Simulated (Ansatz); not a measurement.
Here is the system:

```
OsSb2
1.0
    5.93861     0.00000     0.00000
    0.00000     6.66890     0.00000
    0.00000     0.00000     3.18881
Sb Os
4 2
Direct
  0.31940   0.85762   0.50000
  0.68060   0.14238   0.50000
  0.81940   0.64238   0.00000
  0.18060   0.35762   0.00000
  0.50000   0.50000   0.50000
  0.00000   0.00000   0.00000
```

A single point on OsSb2 with a change (pressure 1.5 GPa), its geometry relaxed with PBEsol.

Computed with PBEsol in Ansatz (plane waves to 420 eV, PAW, noncollinear with spin-orbit coupling). k-mesh 8×7×15 (Γ-centred); smearing 0.05 eV (Fermi–Dirac).

Predict the band gap and pressure.

The band gap is 0.42 eV and the pressure is 1.74 GPa.

Single points use the geometry relaxed with PBEsol. Load acts through the strain it causes; cell and atoms are relaxed under it. Stability against distortions was not tested. The cell was made from OsSb2 (space group Pnnm, No. 58) by this change: pressure 1.5 GPa.

Ansatz is an electronic-structure program.
